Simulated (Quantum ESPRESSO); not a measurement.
Quantum ESPRESSO is run on Ba3P4O13 (P1, 20 atoms in the cell), and the run fails. The aim is a self-consistent single point with DFT, PBEsol, plane waves, GBRV 1.5 ultrasoft (PBESOL) pseudopotentials.

Cell that was meant: a = 5.7169 Å, b = 7.2800 Å, c = 8.0599 Å, α = 83.41°, β = 75.95°, γ = 70.65°.

Part of the input:

```fortran
   ibrav = 0,
   nat = 20,
   ntyp = 3,
   ecutwfc = 40.0,
   ecutrho = 200,
   occupations = 'smearing',
   smearing = 'fd',
[...]
O     0.0334000000    0.9781700000    0.5291100000
O     0.7540300000    0.3213100000    0.4813900000
O     0.9448400000    0.8053500000    0.2992400000
O     0,0198100000    0,2410300000    0,7055100000
K_POINTS {automatic}
4 3 3  0 0 0
CELL_PARAMETERS {angstrom}
```

The program printed (abridged):

```
     This program is part of the open-source Quantum ESPRESSO suite
     for quantum simulation of materials; please cite

[eval_infix.c] A parsing error occurred
helper string:
0,0198100000
error code:
Error: invalid token: ,

 %%%%%%%%%%%%%%%%%%%%%%%%%%%%%%%%%%%%%%%%%%%%%%%%%%%%%%%%%%%%%%%%%%%%%%%%%%%%%%
     Error in routine card_atomic_positions (1):
     Error while parsing atomic position card.
 %%%%%%%%%%%%%%%%%%%%%%%%%%%%%%%%%%%%%%%%%%%%%%%%%%%%%%%%%%%%%%%%%%%%%%%%%%%%%%

     stopping ...
```

### Question
From the messages shown, name the fault and mend the input.

### Answer
The fault is decimal commas. The program does not read a comma as a decimal mark. To fix it, use decimal points. The program stopped before any SCF iteration.

An input that runs soundly differs in these lines (not the only fix; some lines may just follow from the change or write a value another way):
```diff
-   ecutwfc = 40.0,
+   ecutwfc = 40,
-O     0,0198100000    0,2410300000    0,7055100000
+O     0.0198100000    0.2410300000    0.7055100000
```

With that input, the run converged in 15 iterations: free energy E − TS -9435.4142 eV; top of the valence band (on the code's own zero) 4.72 eV; gap on the k-point mesh 5.34 eV; pressure 1.72 GPa; largest force (vector length) 0.887 eV/Å (DFT, PBEsol, plane waves, GBRV 1.5 ultrasoft (PBESOL) pseudopotentials).

On the sound input: the starting cell comes from a database of computed structures (which also holds hypothetical and non-ambient phases and stackings), without a prior relaxation at this level.
